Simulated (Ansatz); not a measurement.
AlB2-type HfB2, treated with LDA+SOC (Ansatz, an electronic-structure program, PAW).

Settings: plane-wave cutoff 520 eV, 24×24×18 k mesh (along the axes of the cell as run), Fermi–Dirac smearing 0.087 eV (set by the program), PAW data made under PBE.

Computed at the level's own relaxed cell.

Question: Estimate the polycrystal shear modulus (Hill average), elastic constant C44, Voigt–Reuss–Hill bulk modulus, elastic constant C12, elastic constant C13, elastic constant C11, elastic constant C33 and elastic constant C66 that the calculation returns.

Answer: 
- polycrystal shear modulus (Hill average): 264 GPa
- elastic constant C44: 287 GPa
- Voigt–Reuss–Hill bulk modulus: 275 GPa
- elastic constant C12: 71.0 GPa
- elastic constant C13: 139 GPa
- elastic constant C11: 646 GPa
- elastic constant C33: 489 GPa
- elastic constant C66: 288 GPa

Elastic constants are with the ions relaxed.

Computed values are for the static lattice.
